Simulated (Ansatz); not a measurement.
Migration barriers of interstitials in halides: PBE bands (Ansatz, a first-principles code, plane waves to 420 eV, PAW, climbing-image NEB) beside r2SCAN single points (500 eV) at the PBE geometries. Forward barriers of single hops from the lowest site run, static nuclei, no finite-size correction. The rows are a random draw from the bands that converged and passed our checks of state and shape. Saddle orders were checked for a part of the study's bands only and are not shown. Charge states are imposed. Spin-orbit coupling is left out.

```
Defect                                                     Route  Hop (Å), direction in the unit cell  End over start, densest mesh run (eV)                               Cell and PBE mesh  r2SCAN k-points  PBE (eV)
---------------------------------------------  -----------------  -----------------------------------  -------------------------------------  ----------------------------------------------  ---------------  --------
interstitial Li in rock-salt LiF, charge +1    Li moves farthest     1.33 along (-0.19, -0.19, -0.19)                                   0.00                                     64 sites, Γ        same mesh      0.23
interstitial Li in rock-salt NaCl, charge +1   Li moves farthest        2.84 along (0.00, 0.50, 0.00)                                   0.00                                     64 sites, Γ        same mesh      0.80
interstitial Cl in rock-salt NaCl, charge -1   Cl moves farthest      2.85 along (-0.01, -0.50, 0.00)                                   0.00                                     64 sites, Γ        same mesh      0.46
interstitial F in rock-salt LiF, charge -1      F moves farthest       2.00 along (0.00, 0.00, -0.49)                                   0.00                                     64 sites, Γ        same mesh      0.34
interstitial Cl in rock-salt NaCl, charge -1   Cl moves farthest        2.81 along (0.00, 0.49, 0.00)                                   0.00                                     64 sites, Γ        same mesh      0.46
interstitial Li in zinc-blende CuI, charge +1  Li moves farthest        2.62 along (0.25, 0.25, 0.25)                                   0.14  64 sites, one k-point at (0.250, 0.250, 0.250)        same mesh      0.35
```

Problem. What does r2SCAN give for each row, and how does it differ from PBE over these rows?

Solution. In the order of the rows: 0.25, 0.83, 0.46, 0.34, 0.46, 0.35 eV. Against PBE it lies higher in 0 of 6 rows and lower in 0 (differences over 0.03 eV). The mean difference is +0.01 eV (median 0.00) and the mean size 0.01 eV; the largest, +0.03 eV, is in row 2.
